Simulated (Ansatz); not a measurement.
Pyrite PtAs₂ was calculated with PBE-D3(BJ) (plane waves, PAW; Ansatz, a program for electronic structure).

Settings: plane-wave cutoff 520 eV, 6×6×6 k mesh, Fermi–Dirac smearing 0.01 eV, scalar-relativistic PAW data made under PBE.

Cell (relaxed at this level):

```
CELL_PARAMETERS angstrom
      5.99123     0.00000     0.00000
      0.00000     5.99123     0.00000
      0.00000     0.00000     5.99123
ATOMIC_POSITIONS crystal
  As 0.61675 0.88325 0.11675
  As 0.11675 0.61675 0.88325
  As 0.61675 0.61675 0.61675
  As 0.38325 0.38325 0.38325
  As 0.88325 0.11675 0.61675
  As 0.88325 0.38325 0.11675
  As 0.11675 0.88325 0.38325
  As 0.38325 0.11675 0.88325
  Pt 0.00000 0.50000 0.50000
  Pt 0.50000 0.00000 0.50000
  Pt 0.00000 0.00000 0.00000
  Pt 0.50000 0.50000 0.00000
```

Q: Predict the bulk modulus B0, smallest direct gap on the k points sampled, band gap and direct gap at Γ.

A: 
bulk modulus B0: 151 GPa
smallest direct gap on the k points sampled: 0.98 eV
band gap: 0.22 eV
direct gap at Γ: 1.63 eV

Note: the bulk modulus comes from volumes at which shape and atoms were relaxed.

Spin–orbit coupling is not included; it can close the smallest gap of 0.22 eV.

The computed numbers hold no vibrational or temperature effects.

Computing time: roughly 9 core-minutes.
